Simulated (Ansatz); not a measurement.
A periodic model of amorphous Si24O48La:

```xyz
73
Lattice="10.3792 0.3084 0.0481 0.3084 10.4303 0.4700 0.0481 0.4700 10.2792" Properties=species:S:1:pos:R:3 pbc="T T T"
Si     5.7138     5.8985     6.4797
Si     5.3279    10.1212     8.9302
Si     5.8666     2.9242     6.2853
Si     2.2201     5.4664     9.5584
Si    10.5054     5.2460     3.9927
Si     2.2109     8.9639     3.2038
Si     3.8916     0.7702     5.4821
Si     8.6288     8.5352    10.6252
Si     2.5246     9.9990     7.8383
Si     9.8515    10.7353     3.4457
Si     5.5285     2.1570    10.3260
Si     9.6839     3.1228     2.1644
Si     7.9795     6.8532     4.4708
Si     9.9908    10.4728     8.4471
Si     0.9027     6.7698     1.5726
Si     6.8319     7.5976     8.5828
Si     8.0929     2.4054     4.3564
Si     9.0895     8.2224     6.7682
Si     4.3027     0.5332     2.5346
Si     4.4233     4.7751    10.2374
Si     7.2345     9.1192     2.6465
Si    10.5209     5.4722     7.2119
Si     8.7279     2.9604     7.1129
Si     3.6701     8.2893     5.8644
O      9.7085     7.5003     1.3525
O      7.0067     6.0616     5.5048
O      5.4988     0.6692     9.6549
O      7.9725     7.2582     9.7447
O      2.3942     0.7087     6.1690
O      9.2167     1.5961     7.8283
O      8.7165     9.7787     2.7898
O      9.0087     3.0919     5.5356
O      1.3944     6.5876    10.4330
O      3.7372     5.8988     9.0817
O      4.5590     6.9640     6.1365
O      4.7623     1.7458     6.4865
O      4.6790     9.6092     5.8902
O      7.0602     7.7069     3.4601
O      9.5237     3.9435     0.8038
O      5.6580     8.5091     9.1883
O      1.1897    10.1894     8.7205
O      5.1499     4.3855     6.2982
O      3.3042    10.0478     2.6843
O      0.3056     3.4588     3.2725
O      7.5708     8.3709     7.3627
O      0.5280     4.9815     5.5648
O      0.8190     9.6008     3.7946
O      9.3958     4.3253     7.7498
O      7.0983     3.0259     7.4067
O      4.5188     1.6371     1.3828
O      8.1920     3.1431     2.9262
O      2.5911     8.5322     7.0820
O      1.3597     5.0329     8.2139
O      5.9917    10.0633     3.0773
O      2.7248     3.8500     0.3230
O      1.8447     8.0653     1.8936
O      7.0136     2.0649     0.3924
O      9.1920     9.6911     9.6244
O      3.6954    10.1820     8.9344
O      2.9025     8.1235     4.4379
O      8.9732     7.9495     5.1837
O      6.3426     6.1260     8.0183
O      8.9417     5.7272     3.8188
O      8.7357     0.9096     4.2728
O      1.0023     5.9256     2.9780
O      4.9408     3.3536     9.3498
O     10.0386     1.5229     1.9969
O      7.2637     8.6475     1.0905
O      3.9956     1.3100     3.9565
O      6.5565     2.5172     4.8606
O      9.8201     9.6383     7.0520
O      9.8325     6.9374     7.4500
La     7.6058     4.5283    10.0083
```

These are PBE, scalar-relativistic without spin-orbit coupling (plane waves to 420 eV, PAW; Ansatz, a first-principles code) values and carry that method's errors. The usual formal charges leave 3 electrons over, so the level spacing at the Fermi energy parts defect or band states and needn't be the band gap. In the spin-polarised cell the level spacing at the Fermi energy can part levels of unlike spin.

A CHGNet melt-quench gave the starting glass, which DFT then relaxed. O atoms were pushed apart under 1.9 Å during the dynamics, to hinder bonds among them. The hot cell started wider than the set density and was brought back towards it in steps. It is the lowest in DFT energy of 2 quenches. It is a model cell: composition and starting density were chosen by hand, and all elements were melted together. No dispersion term was used. Its density started from a set value of 2.37 and ended at 2.37 g/cm³. The simulated quench (nominally 480 K/ps over its main leg) is rapid and tends to freeze in more defects than a deposited or slowly cooled glass has. A cell of this size samples the disorder only roughly. The volume was held where the preparation left it and the shape relaxed, at a PBE pressure of 1.0 GPa. Stress components on the final sampling reach 1.0 GPa.

Cut-offs for bonds: Si-Si 2.60 Å, Si-O 1.92 Å, Si-La 3.20 Å, O-O 1.58 Å, O-La 3.00 Å, La-La 3.96 Å. Two cations that share two anions don't count as bonded, nor two that share one unless they lie closer than Si-Si 2.38 Å, Si-La 3.11 Å, La-La 3.85 Å.

Question: Give the coordination numbers, mean bond lengths and angles.

Answer: 
| Item | Result |
|---|---|
| Mean coordination of Si by anions | 3.92 (2 with 3, 22 with 4) |
| Mean coordination of O | 2.08 (44 with 2, 4 with 3) |
| Mean coordination of La by anions | 6.00 (1 with 6) |
| Mean Si-O bond | 1.640 Å (spread 0.028 Å, 94 counted) |
| Mean O-La bond | 2.651 Å (spread 0.321 Å, 6 counted) |
| Bond angle at Si | mean 109.2°, spread 5.0° |
| Bond angle at O | mean 130.3°, spread 19.8° |
| Bond angle at La | mean 101.9°, spread 32.1° |

Question: Which atoms depart from the most common coordination of their element?

Answer: Si2 has 3 (O27 1.62 Å, O59 1.63 Å, O40 1.67 Å); Si20 has 3 (O55 1.75 Å, O34 1.75 Å, O66 1.75 Å); O28 has 3 (Si16 1.66 Å, Si8 1.68 Å, La73 2.77 Å); O48 has 3 (Si23 1.65 Å, Si22 1.69 Å, La73 2.89 Å); O62 has 3 (Si16 1.65 Å, Si1 1.68 Å, La73 2.85 Å); O66 has 3 (Si11 1.65 Å, Si20 1.75 Å, La73 2.99 Å).

Question: List the pairs of like atoms that count as bonded by the rules above.

Answer: There are none by these rules.
